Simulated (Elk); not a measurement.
Band structure of Nb3Au (Pm-3n, 8 atoms in the cell).

```xyz
8
Lattice="5.2934 0.0000 0.0000 0.0000 5.2934 0.0000 0.0000 0.0000 5.2934" Properties=species:S:1:pos:R:3 pbc="T T T"
Nb     2.6467     1.3234     0.0000
Nb     2.6467     3.9701     0.0000
Nb     1.3234     0.0000     2.6467
Nb     3.9701     0.0000     2.6467
Nb     0.0000     2.6467     1.3234
Nb     0.0000     2.6467     3.9701
Au     2.6467     2.6467     2.6467
Au     0.0000     0.0000     0.0000
```

Computed with Elk with PBEsol, all-electron FP-LAPW, Elk's shipped species files, default APW+lo basis.

Settings: xctype = 22; swidth = 0.00183747 Ha; ngridk = 5 5 5; maxscl = 100.

The starting cell comes from a database of computed structures (which also holds hypothetical and non-ambient phases and stackings), without a prior relaxation at this level. Its lattice was rescaled by a random factor within 2.5 % of one. Spin-orbit coupling is off. Spin polarisation is off. Values depend on the basis (sphere radii, cutoffs, local orbitals), which need not be converged.

Levels in eV from the Fermi level, bands 67 to 74:
```json
[
 {"point": "Γ", "67": "-1.18", "68": "-1.18", "69": "-1.18", "70": "0.06", "71": "0.06", "72": "0.22", "73": "0.22", "74": "0.22"},
 {"point": "X", "67": "-0.52", "68": "-0.52", "69": "-0.41", "70": "-0.41", "71": "-0.27", "72": "-0.27", "73": "0.27", "74": "0.27"},
 {"point": "M", "67": "-1.07", "68": "-0.57", "69": "-0.01", "70": "-0.01", "71": "0.77", "72": "0.77", "73": "1.03", "74": "1.16"},
 {"point": "R", "67": "-1.09", "68": "-1.09", "69": "0.63", "70": "0.63", "71": "0.63", "72": "0.63", "73": "0.63", "74": "0.63"}
]
```

Bands cross the Fermi level along this path, so the cell is metallic at this level.
